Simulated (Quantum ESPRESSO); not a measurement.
Input and output of a self-consistent single point for PbSO4 (Pnma, 24 atoms in the cell) (Quantum ESPRESSO).

Level of theory: LDA (PZ), GBRV 1.5 ultrasoft (LDA) pseudopotentials (plane waves; Quantum ESPRESSO).

```yaml
crystal:
  lattice:
    - [13.08301, 0.00000, 0.00000]
    - [0.00000, 5.42110, 0.00000]
    - [0.00000, 0.00000, 5.65015]
  atoms:
    - { symbol: Pb, position: [0.62687, 0.25000, 0.40508] }
    - { symbol: Pb, position: [0.37313, 0.75000, 0.59492] }
    - { symbol: Pb, position: [0.87313, 0.75000, 0.90508] }
    - { symbol: Pb, position: [0.12687, 0.25000, 0.09492] }
    - { symbol: S, position: [0.87916, 0.25000, 0.27187] }
    - { symbol: S, position: [0.12084, 0.75000, 0.72813] }
    - { symbol: S, position: [0.62084, 0.75000, 0.77187] }
    - { symbol: S, position: [0.37916, 0.25000, 0.22813] }
    - { symbol: O, position: [0.44721, 0.02332, 0.26356] }
    - { symbol: O, position: [0.55279, 0.97668, 0.73644] }
    - { symbol: O, position: [0.05279, 0.97668, 0.76356] }
    - { symbol: O, position: [0.94721, 0.02332, 0.23644] }
    - { symbol: O, position: [0.94721, 0.47668, 0.23644] }
    - { symbol: O, position: [0.05279, 0.52332, 0.76356] }
    - { symbol: O, position: [0.55279, 0.52332, 0.73644] }
    - { symbol: O, position: [0.44721, 0.47668, 0.26356] }
    - { symbol: O, position: [0.83157, 0.25000, 0.51298] }
    - { symbol: O, position: [0.16843, 0.75000, 0.48702] }
    - { symbol: O, position: [0.66843, 0.75000, 0.01298] }
    - { symbol: O, position: [0.33157, 0.25000, 0.98702] }
    - { symbol: O, position: [0.29635, 0.25000, 0.41713] }
    - { symbol: O, position: [0.70365, 0.75000, 0.58287] }
    - { symbol: O, position: [0.20365, 0.75000, 0.91713] }
    - { symbol: O, position: [0.79635, 0.25000, 0.08287] }
```

Reference input (self-consistent single point, DFT, PBEsol, plane waves, GBRV 1.5 ultrasoft (PBESOL) pseudopotentials): ecutwfc = 40 Ry; ecutrho = 200 Ry; occupations = fixed; potentials = {Pb: pb_pbesol_v1.uspp.F.UPF, S: s_pbesol_v1.4.uspp.F.UPF, O: o_pbesol_v1.2.uspp.F.UPF}; K_POINTS = automatic 1 4 4 0 0 0; nbnd = 92; conv_thr = 1e-11 Ry. This run's input differs from it in these lines:

```diff
@@ -23,5 +23,5 @@
 ATOMIC_SPECIES
-Pb   207.2000  pb_pbesol_v1.uspp.F.UPF
-S     32.0600  s_pbesol_v1.4.uspp.F.UPF
-O     15.9990  o_pbesol_v1.2.uspp.F.UPF
+Pb   207.2000  pb_lda_v1.uspp.F.UPF
+S     32.0600  s_lda_v1.4.uspp.F.UPF
+O     15.9990  o_lda_v1.2.uspp.F.UPF
 ATOMIC_POSITIONS crystal
```

Log, with long lists cut:

```
     Self-consistent Calculation

     iteration #  1     ecut=    40.00 Ry     beta= 0.70

     negative rho (up, down):  5.520E-02 0.000E+00

     total energy              =   -1265.59512338 Ry
     estimated scf accuracy    <       6.58491672 Ry

     iteration #  2     ecut=    40.00 Ry     beta= 0.70

     negative rho (up, down):  5.726E-02 0.000E+00

     total energy              =   -1267.89365708 Ry
     estimated scf accuracy    <       7.92966570 Ry

     iteration #  3     ecut=    40.00 Ry     beta= 0.70

     negative rho (up, down):  5.677E-02 0.000E+00

     total energy              =   -1268.78396296 Ry
     estimated scf accuracy    <       0.39854438 Ry

   [... 13 blocks of this kind left out ...]

     iteration # 17     ecut=    40.00 Ry     beta= 0.70

     negative rho (up, down):  5.669E-02 0.000E+00

     total energy              =   -1269.09937755 Ry
     estimated scf accuracy    <          4.3E-11 Ry

     iteration # 18     ecut=    40.00 Ry     beta= 0.70

     negative rho (up, down):  5.669E-02 0.000E+00
     End of self-consistent calculation

     highest occupied, lowest unoccupied level (ev):     3.3692    6.8452

!    total energy              =   -1269.09937755 Ry
     estimated scf accuracy    <          5.0E-12 Ry

     convergence has been achieved in  18 iterations

     negative rho (up, down):  5.669E-02 0.000E+00

     Forces acting on atoms (cartesian axes, Ry/au):

     atom    1 type  1   force =    -0.00807241    0.00000000    0.01081258
     atom    2 type  1   force =     0.00807241    0.00000000   -0.01081258
     atom    3 type  1   force =     0.00807241    0.00000000    0.01081258
     atom    4 type  1   force =    -0.00807241    0.00000000   -0.01081258
     atom    5 type  2   force =    -0.00744853   -0.00000000   -0.00315962
     atom    6 type  2   force =     0.00744853   -0.00000000    0.00315962
   [... lines left out ...]
     Total force =     0.199656     Total SCF correction =     0.000007
   [... lines left out ...]

     negative rho (up, down):  5.669E-02 0.000E+00
          total   stress  (Ry/bohr**3)                   (kbar)     P=      -98.86
  -0.00073433   0.00000000   0.00000000         -108.02        0.00        0.00
   0.00000000  -0.00062785   0.00000000            0.00      -92.36        0.00
   0.00000000   0.00000000  -0.00065393            0.00        0.00      -96.20

   JOB DONE.
```

The run converged in 18 iterations. Against the reference run the pressure goes from -6.76 to -9.89 GPa, the largest force goes from 1.043 to 1.390 eV/Å and the gap on the mesh goes from 3.592 to 3.476 eV.

The starting cell comes from a database of computed structures (which also holds hypothetical and non-ambient phases and stackings), without a prior relaxation at this level. Its lattice was rescaled by a random factor within 2.5 % of one. Spin-orbit coupling is off. With a pressure of about -10 GPa the cell is away from its equilibrium volume at this level. Forces in this geometry exceed 1 eV/Å.

Cost on one core of a shared machine: roughly 9 min.
